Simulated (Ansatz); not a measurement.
Quartz-high SiO₂ (high-temperature phase), treated with LDA (plane waves, PAW; Ansatz, a program for electronic structure).

Settings: plane-wave cutoff 520 eV, 12×12×6 k mesh (along the axes of the cell as run), Fermi–Dirac smearing 0.01 eV, scalar-relativistic PAW data made under PBE.

A third-order Birch–Murnaghan fit to the energies gives V0 = 13.498 Å³/atom, B0 = 139 GPa, B′ = 2.1.

```
V (Å³/atom)  P (GPa)
-----------  -------
12.957           ___
13.227           ___
13.497          0.01
13.767           ___
14.037           ___
```

Question: Estimate the withheld pressures from this fit; the answers are the runs' own values.

Answer: 
- 12.957, P (GPa): 5.90
- 13.227, P (GPa): 2.87
- 13.767, P (GPa): -2.67
- 14.037, P (GPa): -5.19

The formula P = (3/2) B0 (x^(7/3) − x^(5/3)) [1 + (3/4)(B′ − 4)(x^(2/3) − 1)] with x = V0/V meets the computed pressures within 0.03 GPa when these rounded values are put in.

Shape and atoms are relaxed at each volume.

Note: symmetry holds this phase in the static calculation, where it need not be a minimum; held by symmetry at 0 K, a high-temperature phase can be a saddle point; the bulk modulus comes from volumes at which shape and atoms were relaxed.

Computed values are for the static lattice.
